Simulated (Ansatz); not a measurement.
Base system: CdS in the wurtzite structure (space group P6_3mc, No. 186; a = 4.164 Å, c = 6.767 Å). Axes: x lies along a and z along c of the hexagonal cell.

Method: r2SCAN/PAW in Ansatz (a program for electronic structure), no spin-orbit coupling.

For the base:

| Item | Result |
|---|---|
| Shortest interatomic distance | 2.544 Å |
| Band gap | 1.63 eV |
| Valence-band top at Γ | 0.00, 0.00, -0.04 eV |

Modification: the symmetric strain tensor [-0.0074 0.0026 0.0018; 0.0026 -0.0021 0.0092; 0.0018 0.0092 -0.0092], atoms relaxed at fixed cell.

Estimate the effect on the shortest interatomic distance, band gap, energy relative to the base and valence-band top at Γ.

The shortest interatomic distance decreases by 0.0165 Å, from 2.544 Å to 2.528 Å; the band gap grows by 0.04 eV (1.63 eV → 1.67 eV); the energy increases by 2.2 meV/atom; the valence-band top at Γ (three highest levels, from the VBM) becomes 0.00, -0.01, -0.07 eV (base: 0.00, 0.00, -0.04 eV).

Stability against distortions was not tested.
